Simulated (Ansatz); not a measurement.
For TiTe2 (model structure, started from the 3R-MoS2 type, R3m, No. 160, 3 atoms in the cell), PBE in Ansatz (plane waves, PAW) gives:

- equilibrium lattice constant a = 3.763 Å
- c axis length = 21.047 Å
- enthalpy of formation = -0.600 eV/atom

What does PBE-D3(BJ) (PAW; Ansatz, a first-principles code) give for the same quantities?


- lattice constant a: 3.694 Å (falls by 1.8 %)
- lattice parameter c: 19.626 Å (shrinks by 6.8 %)
- formation enthalpy: -0.588 eV/atom (moves by +0.012 eV/atom)

Changes are worked out from the printed values.

Unless a cell is named, each level is at its own relaxed cell (PBE 28.68, PBE-D3(BJ) 25.78 Å³/atom).

Levels without +SOC leave out spin–orbit coupling, which shifts energies and cells of such heavy elements.

Ansatz's density-functional and Hartree–Fock values are scalar-relativistic unless marked +SOC, with PAW data made under PBE.

A model structure was made by putting elements into a prototype or built by hand; it is no filed structure, need not be a known phase, and can be a saddle point held by its symmetry.
